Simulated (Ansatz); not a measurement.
AlP (model structure, started from the h-BN type, P6₃/mmc, No. 194, 4 atoms in the cell)

All values below come from PBEsol (Ansatz, an electronic-structure program, PAW).

Numerical settings: plane-wave cutoff 500 eV, 12×12×4 k mesh (along the axes of the cell as run), Fermi–Dirac smearing 0.05 eV, scalar-relativistic PAW data made under PBE.

Cell (relaxed at this level):

```cif
data_Al2P2
_chemical_formula_sum 'Al2 P2'
_space_group_name_H-M_alt 'P 1'
_space_group_IT_number 1
_cell_length_a 4.06340
_cell_length_b 4.06340
_cell_length_c 5.43312
_cell_angle_alpha 90.000
_cell_angle_beta 90.000
_cell_angle_gamma 120.000
loop_
_space_group_symop_operation_xyz
  'x, y, z'
loop_
_atom_site_label
_atom_site_type_symbol
_atom_site_fract_x
_atom_site_fract_y
_atom_site_fract_z
_atom_site_occupancy
Al1 Al 0.33333 0.66667 0.25000 1
Al2 Al 0.66667 0.33333 0.75000 1
P1 P 0.33333 0.66667 0.75000 1
P2 P 0.66667 0.33333 0.25000 1
```

For AlP (model structure, started from the h-BN type, P6₃/mmc, No. 194, 4 atoms in the cell), the band gap comes out as none.

Note: the relaxation could raise the start's symmetry but not lower it, so the cell can be a saddle point; the cell has widely spaced layers and the level no dispersion term, so their spacing and the moduli can rest on weak binding.

Static lattice: no zero-point or thermal effects.

A model structure was made by putting elements into a prototype or built by hand; it is no filed structure, need not be a known phase, and can be a saddle point held by its symmetry.
